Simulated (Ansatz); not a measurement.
Band structure of Rb2H4Pd (P4_2/mnm, 14 atoms in the cell).

```
CELL_PARAMETERS angstrom
      5.79495     0.00000     0.00000
      0.00000     5.79495     0.00000
      0.00000     0.00000     8.44828
ATOMIC_POSITIONS crystal
  Pd 0.00000 0.00000 0.00000
  Pd 0.50000 0.50000 0.50000
  H  0.20230 0.20230 0.00000
  H  0.29770 0.70230 0.50000
  H  0.79770 0.79770 0.00000
  H  0.70230 0.29770 0.50000
  H  0.00000 0.00000 0.19710
  H  0.50000 0.50000 0.69710
  H  0.50000 0.50000 0.30290
  H  0.00000 0.00000 0.80290
  Rb 0.00000 0.50000 0.25000
  Rb 0.00000 0.50000 0.75000
  Rb 0.50000 0.00000 0.25000
  Rb 0.50000 0.00000 0.75000
```

Method: r2SCAN, default PAW files made with PBE (plane waves; Ansatz, a first-principles code).

Settings: basis.ecutwfc = 500 eV; kpoints.mp_grid.grid = 3 3 2; hamiltonian.xc = r2scan; hamiltonian.pseudopotentials = {kind: paw} (the program's default PAW files); scf.occupations.method = fermi_dirac; scf.occupations.width = 0.1 eV; kpoints.band_path.npoints = 6.

The starting cell comes from a database of published, mostly measured structures (it also holds non-ambient and calculated ones), without a prior relaxation at this level. Its lattice was rescaled by a random factor within 2.5 % of one.

Q: Predict the gap along the standard path and the places of the band edges.

A: The gap along the path is 3.25 eV, direct at Γ to within 0.01 eV.

Levels in eV from the top of the valence band on the path, bands 37 to 44:
```tsv
point	37	38	39	40	41	42	43	44
Γ	-0.60	-0.59	-0.37	0.00	3.25	4.75	5.00	5.00
X	-0.59	-0.59	-0.08	-0.08	3.90	3.90	4.55	4.55
M	-0.49	-0.49	0.00	0.00	3.61	3.61	3.99	3.99
Z	-0.57	-0.57	-0.14	-0.14	4.03	4.03	4.98	4.98
R	-0.57	-0.57	-0.09	-0.09	4.32	4.32	4.49	4.49
A	-0.52	-0.52	0.00	0.00	3.78	3.78	4.03	4.03
```

Keys are those of Ansatz 0.2.
